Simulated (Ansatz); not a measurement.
Take ZnSe in the zinc blende structure (space group F-43m, No. 216) as the base.

```
CELL_PARAMETERS angstrom
      0.00000     2.83278     2.83278
      2.83278     0.00000     2.83278
      2.83278     2.83278     0.00000
ATOMIC_POSITIONS crystal
  Zn 0.00000 0.00000 0.00000
  Se 0.25000 0.25000 0.25000
```

Cartesian axes are those of the cell as printed.

All numbers come from r2SCAN (Ansatz, an electronic-structure program), without spin-orbit coupling.

The change: every lattice vector is shortened by 2.00 %; the atoms relax in the strained cell.

Q: Predict the stress tensor and what it implies for the stiffness.

A: Stress of the strained cell less that of the base (GPa, compression positive):
```
   4.52    0.00    0.00
   0.00    4.52    0.00
   0.00    0.00    4.52
```

Then B = −ΔP/(ΔV/V₀) with ΔV/V₀ = -0.0588 gives secant stiffness values (nonlinear terms included at this strain): B ≈ 77 GPa.

As a check, the harmonic strain energy −½ V₀ Δσ:ε is 19 meV/atom; the computed energy rise is 18 meV/atom.

No phonon test of stability was made.
